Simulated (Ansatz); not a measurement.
# Input and output of a self-consistent single point for CdHOF (P1, 8 atoms in the cell) (Ansatz)

Method of the run: PBEsol, default PAW files made with PBE (plane waves; Ansatz, an electronic-structure program).

Input as run:

Ansatz 0.2 input:
```yaml
# CdHOF
crystal:
  lattice:
    - [3.55203200, 0.00000000, 0.00000000]
    - [0.00000000, 4.86891300, 0.00000000]
    - [-0.00820400, 0.00000000, 5.65609400]
  atoms:
    - { symbol: Cd, position: [0.74778000, 0.75453000, 0.74221000] }
    - { symbol: Cd, position: [0.25224000, 0.25453000, 0.26663000] }
    - { symbol: H, position: [0.74970000, 0.68417000, 0.27240000] }
    - { symbol: H, position: [0.25030000, 0.18417000, 0.72760000] }
    - { symbol: O, position: [0.24816000, 0.02155000, 0.61969000] }
    - { symbol: O, position: [0.75184000, 0.52155000, 0.38031000] }
    - { symbol: F, position: [0.24887000, 0.47975000, 0.89420000] }
    - { symbol: F, position: [0.75113000, 0.97975000, 0.10580000] }
basis:
  ecutwfc: 420.0
kpoints:
  mp_grid:
    grid: [5, 3, 3]
hamiltonian:
  xc: pbesol
  pseudopotentials:
    kind: paw
scf:
  occupations:
    method: fixed
output:
  forces: true
  eigenvalues: true
  stress: true
```

Log, with long lists cut:

```
WARN ansatz: RAYON_NUM_THREADS=1 ignored (pool sized by the plan → 1); use --threads N
Pseudopotentials: kind: paw
Pseudopotential: Cd, paw, valence charge 20
Pseudopotential: H, paw, valence charge 1
Pseudopotential: O, paw, valence charge 6
Pseudopotential: F, paw, valence charge 7
Crystal: 8 atoms, lattice volume = 97.820 Å³
Basis set: ecut = 420 eV, 1901 PW (Γ), exchange–correlation on 48×72×80 points (8 copies of the dense FFT grid, shifted against one another)
Bands: 42, of which v1, the nominal top of the filled ones, is band 34 counted from 1 (33 counted from 0)
Symmetry: 1 space group operations
Space group: P1 (ITA 1), of the structure as read, at distance tolerance 4.6e-5 Å
k-points: 23 of 45 (time reversal used)
PAW frozen core: Cd, regenerated for the run's functional, and the local potential with it
PAW frozen core: O, regenerated for the run's functional, and the local potential with it
PAW frozen core: F, regenerated for the run's functional, and the local potential with it
Initial density: superposition of atomic densities (neutral atoms: chi_scale 0, normalization atom), corrected by the library's trained network
Initial wavefunctions: pseudopotential atomic-orbital guess
Eigensolver: davidson
Functional: x = pbesol(κ = 0.804, μ = 0.12345679012345678), c = pbesol(β = 0.046)
SCF iter   1: F=—  HF=-19123.427852 eV  |F-HF|=—  |Δ(HF+E_count)|=         —  Δρ=1.39e-2  dr2=1.31e-1  ethr=1.77e-3  ⟨swp⟩=4.4  Hψ=3016  notcnv=0  defer=138
all-band conjugate gradients solve this SCF's bands
preconditioner: auto → Resta (q_TF=auto, 2.568 Å⁻¹)
SCF iter   2: F=—  HF=-19123.392202 eV  |F-HF|=—  |Δ(HF+E_count)|=   3.57e-2  Δρ=2.93e-3  dr2=3.86e-3  ethr=1.92e-4  ⟨swp⟩=2.0  Hψ=1794  notcnv=0  defer=138
SCF iter   3: F=—  HF=-19123.391623 eV  |F-HF|=—  |Δ(HF+E_count)|=   5.78e-4  Δρ=1.20e-3  dr2=9.88e-4  ethr=5.68e-6  ⟨swp⟩=2.0  Hψ=1524  notcnv=0  defer=138
SCF iter   4: F=—  HF=-19123.391661 eV  |F-HF|=—  |Δ(HF+E_count)|=   3.76e-5  Δρ=6.51e-4  dr2=2.96e-4  ethr=1.45e-6  ⟨swp⟩=2.0  Hψ=1206  notcnv=0  defer=138
SCF iter   5: F=—  HF=-19123.391634 eV  |F-HF|=—  |Δ(HF+E_count)|=   2.67e-5  Δρ=1.44e-4  dr2=2.21e-5  ethr=4.36e-7  ⟨swp⟩=2.2  Hψ=1424  notcnv=0  defer=84
SCF iter   6: F=—  HF=-19123.391598 eV  |F-HF|=—  |Δ(HF+E_count)|=   3.63e-5  Δρ=6.05e-5  dr2=3.52e-6  ethr=3.25e-8  ⟨swp⟩=3.0  Hψ=1590  notcnv=0  defer=82
SCF iter   7: F=—  HF=-19123.391602 eV  |F-HF|=—  |Δ(HF+E_count)|=   4.45e-6  Δρ=1.19e-5  dr2=1.43e-7  ethr=5.18e-9  ⟨swp⟩=2.0  Hψ=1436  notcnv=0  defer=82
SCF iter   8: F=-19123.391603 eV  HF=-19123.391603 eV  |F-HF|=1.93e-8  |Δ(HF+E_count)|=   2.47e-7  Δρ=6.95e-6  dr2=3.68e-8  ethr=1.47e-10  ⟨swp⟩=10.6  Hψ=4560  notcnv=0
SCF 1 converged in 8 iterations: F = -19123.391603 eV  dr2 = 3.68e-8
SCF converged after 8 iterations
Free energy (F): -19123.391603 eV
Harris-Foulkes:  -19123.391603 eV  (|F-HF|=1.93e-8)
Internal energy: -19123.391603 eV  (E = F + TS)
E sigma→0 (E₀):  -19123.391603 eV
Fermi energy:    5.212828 eV
--- Per-component energies (eV) ---
  E_band       = -1100.445937
  E_kinetic    = 1792.630285
  E_local      = -9068.820886  (includes V_loc(G=0)·N_el)
  E_nonlocal   = 326.387196
  E_hartree    = 3994.569665
  E_xc         = -666.274856
  E_vxc        = -847.784326  (∫ρ·V_xc dr)
  E_paw        = -8725.871591  (= ΣΔE_a)
  E_vpaw       = -1292.000079  (= ΣTr[D̂ρ^β])
  E_aug_tail   = 0.006651  (compensation charges beyond the density's cutoff)
  E_ewald      = -6776.857446
  E_core_change = 0.839380  (= ΣΔE_core)
  E_smearing   = -0.000000  (= −TS)
  E_closure    = 0.000000  (closes the sum)
  Σ components = -19123.391603   (vs F -19123.391603, Δ=0.00e0)
--- Forces (eV/Å), atoms counted from 1 ---
  atom   1  Cd     0.01760160     0.09387943    -0.46139073
  atom   2  Cd    -0.01708495     0.13345456     0.24426597
  atom   3  H      0.02132825    -0.16459704     0.17092760
  atom   4  H     -0.02146642    -0.16228248    -0.12733191
  atom   5  O      0.02091240    -0.07099274     0.14559478
  atom   6  O     -0.02108078    -0.01353718    -0.02919665
  atom   7  F      0.00734913     0.08256625     0.00133375
  atom   8  F     -0.00755866     0.10150060     0.05578089
  max |Σ_I F_I| component: 1.63e-5 eV/Å
--- Stress (GPa, compression-positive) ---
       -6.399016       0.004239       0.018304
        0.004239      -5.499610      -0.050756
        0.018304      -0.050757      -5.863925
  P = ⅓ Tr σ = -5.9208 GPa (-59.208 kbar)
  The stress holds the Pulay correction. Without it, at fixed plane waves, as pw.x and ABINIT print it: P = -6.5293 GPa
--- Band table (eV; the first three rows and the last of 23) ---
  k-point 0: bands = ["-94.2940", "-94.2807", "-55.4424", "-55.4304", "-55.4208", "-55.4073", "-55.3994", "-55.3847", "-16.0645", "-15.8919", "-12.0990", "-11.9026", "-1.4628", "-1.3546", "-0.8921", "-0.8885", "-0.8697", "-0.4979", "-0.3268", [...]
  k-point 1: bands = ["-94.2940", "-94.2807", "-55.4424", "-55.4304", "-55.4208", "-55.4073", "-55.3994", "-55.3847", "-16.0567", "-15.8941", "-12.1241", "-11.8892", "-1.3697", "-1.1590", "-0.8649", "-0.8466", "-0.7372", "-0.6118", "-0.5159", [...]
  k-point 2: bands = ["-94.2940", "-94.2807", "-55.4424", "-55.4304", "-55.4208", "-55.4073", "-55.3994", "-55.3847", "-16.0144", "-15.9273", "-12.0689", "-11.9678", "-1.2053", "-1.1659", "-0.8890", "-0.8692", "-0.8171", "-0.6191", "-0.4635", [...]
  k-point 22: bands = ["-94.2939", "-94.2806", "-55.4421", "-55.4301", "-55.4206", "-55.4071", "-55.4025", "-55.3878", "-15.9520", "-15.9248", "-11.9835", "-11.9350", "-1.0786", "-1.0338", "-0.9021", "-0.7483", "-0.6101", "-0.4816", "-0.4376", [...]
```

The run converged in 8 iterations.

The starting cell comes from a database of computed structures (which also holds hypothetical and non-ambient phases and stackings), without a prior relaxation at this level. Its lattice was rescaled by up to half a per cent. One atom was moved a little off its site on purpose. With a pressure of about -6 GPa the cell is away from its equilibrium volume at this level. Ansatz's pressure includes its estimate of the finite-basis (Pulay) stress. Without the estimate this run gives -6.53 GPa.
